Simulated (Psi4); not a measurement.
Psi4 1.11, PBE0/def2-svp: Ta(F)6 ([F][Ta-]([F])([F])([F])([F])[F]), charge -1, multiplicity 1, 7 atoms. The geometry is a generated start, not checked to be a minimum at this level.

```json
{
  "task": "energy",
  "method": "pbe0",
  "basis": "def2-svp",
  "memory": "3 GB",
  "maxiter": "100",
  "keys_of_the_molecule_block": "symmetry c1",
  "scf_type": "df (default)",
  "e_convergence": "1e-06 (default)",
  "d_convergence": "1e-06 (default)",
  "dft_radial_points": "75 (default)",
  "dft_spherical_points": "302 (default)",
  "effective_core_potentials": "those of the basis set, past Kr",
  "basis_functions": "116",
  "grid_points": "152333"
}
```

```xyz
7

Ta     0.0000    -0.0005     0.0001
F      1.1337    -0.4668    -1.3972
F     -1.1332     0.4673     1.3971
F     -1.1653     0.7941    -1.2107
F     -0.9014    -1.6145    -0.1915
F      0.9005     1.6141     0.1912
F      1.1657    -0.7938     1.2111
```

Charge -1 and multiplicity 1 are set for this test and not shown to be the ground state.

With the defaults (diis = true, scf_initial_accelerator = adiis, damping_percentage = 0, diis_max_vecs = 10, level_shift = 0, level_shift_cutoff = 0.01, guess = auto, which took SAD, soscf = false) it converges in 8 SCF iterations. One run each on 2 threads, with these changes:
- guess = modhuckel
- guess = sadno
- scf_initial_accelerator = ediis
- level_shift = 0.5, level_shift_cutoff = 0.001
- soscf = true
- diis_max_vecs = 3
- diis = false, scf_initial_accelerator = none, damping_percentage = 60
- scf_initial_accelerator = none
- level_shift = 0.1, level_shift_cutoff = 0.001

**Question.** Which runs fail or end elsewhere than the default run?

**Answer.** No convergence: diis = false, scf_initial_accelerator = none, damping_percentage = 60 (the run ends without SCF convergence in 100 iterations). The rest reach the solution of the defaults.

```csv
setting,SCF iterations,JK calls,end
soscf = true,6,17,same solution
the defaults,8,9,same solution
"level_shift = 0.5, level_shift_cutoff = 0.001",8,9,same solution
"level_shift = 0.1, level_shift_cutoff = 0.001",8,9,same solution
scf_initial_accelerator = none,8,9,same solution
scf_initial_accelerator = ediis,8,9,same solution
guess = sadno,9,9,same solution
guess = modhuckel,9,66,same solution
diis_max_vecs = 3,12,13,same solution
"diis = false, scf_initial_accelerator = none, damping_percentage = 60",100,101,no convergence
```

An SOSCF iteration holds several JK calls; a Hückel guess adds calls on atoms.
